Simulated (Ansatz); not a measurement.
The parent structure is WC (space group P-6m2, No. 187; a = 2.884 Å, c = 2.812 Å).

Computed with LDA (Ansatz, a quantum-chemistry and plane-wave program; PAW; 420 eV plane waves; spin-orbit coupling left out).

For the base:

The lattice parameter a is 2.884 Å and the band gap is zero.

Modification: hydrostatic tension (pressure −2 GPa).

**Question.** Estimate the effect on the lattice parameter a.

**Answer.** The lattice parameter a goes up by 0.005 Å (2.884 Å → 2.889 Å).

**Question.** How does this affect the band gap?

**Answer.** The band gap stays zero.

Load acts through the strain it causes; cell and atoms are relaxed under it. Whether these cells are dynamically stable was not tested. The final runs are not spin-polarised.
